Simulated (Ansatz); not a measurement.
The starting structures come from a database of crystals and need not be the phases stable at ambient conditions.

 Where the default PAW files enter, the runs use the earlier of Ansatz's two default sets.

The decay constant κ of evanescent states in the gap governs leakage through a thin film.

Data:

```
CELL_PARAMETERS angstrom
      6.23127     0.00000     0.00000
     -3.11563     5.39643     0.00000
      3.11563     1.79881     5.08781
ATOMIC_POSITIONS crystal
  Cd 0.50000 0.75000 0.75000
  Cd 0.00000 0.00000 0.00000
  Rh 0.75000 0.37500 0.37500
  Rh 0.25000 0.87500 0.37500
  Rh 0.75000 0.37500 0.87500
  Rh 0.25000 0.37500 0.37500
  O  0.28628 0.14314 0.14314
  O  0.78628 0.17942 0.60686
  O  0.28628 0.14314 0.57058
  O  0.78628 0.60686 0.60686
  O  0.71372 0.57058 0.14314
  O  0.21372 0.60686 0.60686
  O  0.71372 0.14314 0.14314
  O  0.21372 0.60686 0.17942
```

Space group of this cell: Fd-3m, spinel. The cell is taken as given; by r2SCAN its mean pressure is -0.9 GPa.

Transport runs along the normal of the first two printed cell vectors, the (111) plane of the conventional cell.

The gap is the functional's own. No spin-orbit coupling. Mid-gap values are interpolated on the energy grid.

Problem. State the band gap and the smallest decay constant κ at mid-gap according to r2SCAN (Ansatz, a quantum-chemistry and plane-wave program).

Solution. Gap 1.29 eV on a 8×8×8 mesh; κ = 0.261 1/Å, at (0.500, 0.000) of the in-plane reciprocal vectors. At the zone centre, at the nearest computed energy, the slowest state has κ = 0.32 1/Å.
